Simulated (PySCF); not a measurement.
PySCF 2.14.0, PBE0/def2-svp, df: W(O)(S)(F)(Cl) ([O]=[W]([F])(=[S])[Cl]), 5 atoms. The geometry is a generated start, not checked to be a minimum at this level.

```yaml
task: energy
method: pbe0
basis: def2-svp
two_electron_scheme: density fitting
mol.max_memory: 3000 MB
mf.max_cycle: 100
mf.init_guess: minao (default)
mf.DIIS: CDIIS (default)
mf.conv_tol: 1e-09 (default)
mf.grids.level: 3 (default)
effective_core_potentials: those of the basis set, past Kr
basis_functions: 96
grid_points: 90416
```

```xyz
5

W      0.0543    -0.0504    -0.1123
O      1.2088     0.0777    -1.3131
S      1.0206    -0.4264     1.7964
F     -1.1876    -1.3811    -0.3984
Cl    -1.0961     1.7802     0.0275
```

Charge 0 and multiplicity 1 are set for this test and not shown to be the ground state.

One run each on 2 threads, 1 BLAS thread. Values of diis_space tried: 3, 5, 8 (default), 12, 20.

**Question.** How does the count of Fock builds change with diis_space, and where is it least?

**Answer.** Fewest Fock builds, within one of each other: 8 (default) with 14, 12 with 14, 20 with 14. The count rises to 32 at 3. All converge to one solution.

```tsv
diis_space	Fock builds	end
3	32	same solution
5	17	same solution
8 (default)	14	same solution
12	14	same solution
20	14	same solution
```
